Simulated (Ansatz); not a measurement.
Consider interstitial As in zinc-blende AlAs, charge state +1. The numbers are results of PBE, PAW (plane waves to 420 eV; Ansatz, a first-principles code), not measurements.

Settings: 64 host sites, the relaxed PBE lattice, one k-point at (0.250, 0.250, 0.250), smearing 0.01 eV, spin-restricted, no image-charge correction. Static, classical nuclei. The charge state is imposed; whether it is stable for some Fermi level was not computed. Sites that were not tried may lie lower. The start lies 0.26 eV above the lowest site run (PBE).

Barriers: single points on a 2×2×2 k-point mesh shifted by half a step at the bands' geometries.

Relaxed starting cell (atoms counted from 1):

```yaml
crystal:
  lattice:
    - [11.45723, 0.00000, 0.00000]
    - [0.00000, 11.45723, 0.00000]
    - [0.00000, 0.00000, 11.45723]
  atoms:
    - { symbol: Al, position: [0.00165, 0.00156, 0.99928] }
    - { symbol: Al, position: [0.99860, 0.99852, 0.50062] }
    - { symbol: Al, position: [0.99788, 0.49911, 0.00145] }
    - { symbol: Al, position: [0.99249, 0.51173, 0.48910] }
    - { symbol: Al, position: [0.49917, 0.99770, 0.00149] }
    - { symbol: Al, position: [0.51184, 0.99256, 0.48905] }
    - { symbol: Al, position: [0.51050, 0.51036, 0.00485] }
    - { symbol: Al, position: [0.49762, 0.49756, 0.50220] }
    - { symbol: As, position: [0.12232, 0.12215, 0.37326] }
    - { symbol: As, position: [0.12620, 0.12612, 0.87377] }
    - { symbol: As, position: [0.12715, 0.62854, 0.37090] }
    - { symbol: As, position: [0.12092, 0.62726, 0.87783] }
    - { symbol: As, position: [0.62864, 0.12715, 0.37086] }
    - { symbol: As, position: [0.62752, 0.12069, 0.87795] }
    - { symbol: As, position: [0.62307, 0.62291, 0.37606] }
    - { symbol: As, position: [0.62868, 0.62859, 0.87182] }
    - { symbol: Al, position: [0.99876, 0.24979, 0.24922] }
    - { symbol: Al, position: [0.99515, 0.24923, 0.75161] }
    - { symbol: Al, position: [0.99960, 0.75185, 0.24802] }
    - { symbol: Al, position: [0.99852, 0.75144, 0.74996] }
    - { symbol: Al, position: [0.49998, 0.24964, 0.24759] }
    - { symbol: Al, position: [0.51379, 0.24799, 0.74954] }
    - { symbol: Al, position: [0.50100, 0.74900, 0.25002] }
    - { symbol: Al, position: [0.50012, 0.75203, 0.74956] }
    - { symbol: As, position: [0.12284, 0.37496, 0.12615] }
    - { symbol: As, position: [0.10582, 0.38333, 0.62221] }
    - { symbol: As, position: [0.12453, 0.87564, 0.12400] }
    - { symbol: As, position: [0.12368, 0.87418, 0.62468] }
    - { symbol: As, position: [0.62616, 0.37424, 0.12485] }
    - { symbol: As, position: [0.62871, 0.37576, 0.62329] }
    - { symbol: As, position: [0.62543, 0.87411, 0.12537] }
    - { symbol: As, position: [0.62714, 0.87365, 0.62452] }
    - { symbol: Al, position: [0.24995, 0.99864, 0.24917] }
    - { symbol: Al, position: [0.24930, 0.99492, 0.75178] }
    - { symbol: Al, position: [0.24975, 0.49996, 0.24763] }
    - { symbol: Al, position: [0.24813, 0.51325, 0.74940] }
    - { symbol: Al, position: [0.75190, 0.99952, 0.24803] }
    - { symbol: Al, position: [0.75158, 0.99831, 0.74986] }
    - { symbol: Al, position: [0.74909, 0.50088, 0.24993] }
    - { symbol: Al, position: [0.75214, 0.50005, 0.74956] }
    - { symbol: As, position: [0.37503, 0.12277, 0.12607] }
    - { symbol: As, position: [0.38337, 0.10556, 0.62240] }
    - { symbol: As, position: [0.37437, 0.62605, 0.12489] }
    - { symbol: As, position: [0.37581, 0.62857, 0.62331] }
    - { symbol: As, position: [0.87575, 0.12441, 0.12403] }
    - { symbol: As, position: [0.87427, 0.12361, 0.62465] }
    - { symbol: As, position: [0.87425, 0.62533, 0.12534] }
    - { symbol: As, position: [0.87373, 0.62714, 0.62457] }
    - { symbol: Al, position: [0.24772, 0.24770, 0.00597] }
    - { symbol: Al, position: [0.24971, 0.25049, 0.48756] }
    - { symbol: Al, position: [0.24958, 0.75050, 0.00106] }
    - { symbol: Al, position: [0.24969, 0.75207, 0.49960] }
    - { symbol: Al, position: [0.75076, 0.24954, 0.00108] }
    - { symbol: Al, position: [0.75222, 0.24967, 0.49956] }
    - { symbol: Al, position: [0.75180, 0.75167, 0.00034] }
    - { symbol: Al, position: [0.74940, 0.74930, 0.49824] }
    - { symbol: As, position: [0.37640, 0.37633, 0.37093] }
    - { symbol: As, position: [0.37867, 0.37874, 0.89298] }
    - { symbol: As, position: [0.37453, 0.87400, 0.37290] }
    - { symbol: As, position: [0.37490, 0.87302, 0.87662] }
    - { symbol: As, position: [0.87408, 0.37445, 0.37283] }
    - { symbol: As, position: [0.87324, 0.37481, 0.87653] }
    - { symbol: As, position: [0.87458, 0.87451, 0.37428] }
    - { symbol: As, position: [0.87606, 0.87593, 0.87569] }
    - { symbol: As, position: [0.29674, 0.29602, 0.70200] }
```
Cell charge +1.

End state 1 differs by these moves (Å; atoms that move under 0.08 Å are left out):

```tsv
atom	element	Δx	Δy	Δz
4	Al	0.10	-0.15	0.09
6	Al	-0.15	0.10	0.09
7	Al	-0.08	-0.08	-0.04
9	As	-0.10	-0.10	-0.18
17	Al	-0.05	0.02	-0.08
18	Al	0.00	-0.06	0.06
21	Al	0.13	-0.03	-0.16
22	Al	-0.08	0.03	0.14
26	As	0.09	0.01	0.29
29	As	0.09	0.04	-0.07
33	Al	0.02	-0.05	-0.08
34	Al	-0.06	0.00	0.06
35	Al	-0.03	0.13	-0.16
36	Al	0.03	-0.07	0.14
42	As	0.02	0.08	0.30
43	As	0.04	0.09	-0.07
50	Al	0.06	0.05	-0.87
57	As	0.20	0.20	-0.41
58	As	-0.02	-0.02	-0.13
65	As	0.18	0.17	-1.19
```

Question: Give the forward and backward barriers to end state 1 at the level PBE, PAW.

Answer: forward 0.11 eV, backward 0.37 eV; at the saddle point atom 65 has neighbours Al at 2.39, Al at 2.75, Al at 2.85; As at 2.45, As at 2.53, As at 3.01 Å. The program found a first-order saddle point.
